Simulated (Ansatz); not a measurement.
Input:

```
CELL_PARAMETERS angstrom
      4.03531     0.00000     0.00000
      0.00000     4.03531     0.00000
      0.00000     0.00000     8.99129
ATOMIC_POSITIONS crystal
  K  0.00000 0.00000 0.00000
  K  0.00000 0.00000 0.50000
  Ta 0.50000 0.50000 0.22144
  Ta 0.50000 0.50000 0.77856
  O  0.00000 0.50000 0.22246
  O  0.00000 0.50000 0.77754
  O  0.50000 0.50000 0.00000
  S  0.50000 0.50000 0.50000
  O  0.50000 0.00000 0.22246
  O  0.50000 0.00000 0.77754
```

No spin polarisation.

The values are results of PBE (Ansatz, an electronic-structure program, PAW, spin-orbit coupling left out), not measurements. k-mesh 8×8×4 (Γ-centred); smearing 0.05 eV (Fermi–Dirac).

Question: Predict the band gap and gap character.

Answer: The band gap is 1.20 eV. The gap character (in this cell's own zone, which can be folded) is indirect, M → Γ.

Each cell is one ordered arrangement of few atoms, which overstates ordering effects compared with a random alloy. With Ta present, leaving out spin-orbit coupling can change the band edges. Stability against distortions was not tested. The cell was made from KTaO3 by this change: x(S) = 0.167, 10 atoms, P4/mmm.
